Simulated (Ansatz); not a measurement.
The parent structure is KCl in the rock salt structure (space group Fm-3m, No. 225).

```
CELL_PARAMETERS angstrom
      0.00000     3.19072     3.19072
      3.19072     0.00000     3.19072
      3.19072     3.19072     0.00000
ATOMIC_POSITIONS crystal
  K  0.00000 0.00000 0.00000
  Cl 0.50000 0.50000 0.50000
```

Calculations: Ansatz (a first-principles code) PBE, no spin-orbit coupling.

One change was made to it. Results:

| quantity | base | after |
|---|---|---|
| electron mass | 0.45 mₑ (at Γ) | 0.42 mₑ (at Γ) |
| gap character | direct at Γ | direct at Γ |
| density | 1.91 g/cm³ | 2.45 g/cm³ |

Q: What was done to the base?
A) pressure 7.5 GPa
B) pressure 0.3 GPa
C) pressure 0.7 GPa

A: A, pressure 7.5 GPa. For comparison, the electron mass in the other runs: pressure 0.7 GPa gives 0.45 mₑ (at Γ); pressure 0.3 GPa gives 0.45 mₑ (at Γ).

Load acts through the strain it causes; cell and atoms are relaxed under it. Masses are band curvatures over ±0.01 Å⁻¹ around the edge. Whether these cells are dynamically stable was not tested. No other phases were tried under pressure.
